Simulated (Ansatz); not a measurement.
We consider Ti₃Al (P6₃/mmc, No. 194), described by LDA in Ansatz (plane waves, PAW).

Run with plane-wave cutoff 520 eV, 12×12×14 k mesh (along the axes of the cell as run), Fermi–Dirac smearing 0.02 eV (set by the program), no spin polarisation, scalar-relativistic PAW data made under PBE.

Computed at the level's own relaxed cell.

Hill averages of the elastic tensor: K = 129.4 GPa, G = 60.7 GPa. Volume 15.591 Å³/atom, mean atomic mass 42.646 u.

**Question.** Work out the density, the sound velocities of a polycrystal and the elastic Debye temperature, and Pugh's ratio at this level.

**Answer.** ρ = 1.66054 × 42.646/15.591 = 4.542 g/cm³. v_l = √[(K + 4G/3)/ρ] = 6.805 km/s and v_t = √(G/ρ) = 3.656 km/s. The mean follows from 3/v_m³ = 1/v_l³ + 2/v_t³: v_m = 4.082 km/s. Θ_D = (ħ/k_B) v_m (6π²/V)^(1/3) = 76.38 K Å s/km × 4.082 × 1.5602 Å⁻¹ = 486 K, counting all atoms of the cell. K/G = 2.13, to be set beside Pugh's rough bound of 1.75 between brittle and ductile metals.

Note: the volume lies 7 % below that of the published cell.

Ansatz is a quantum-chemistry and plane-wave program.
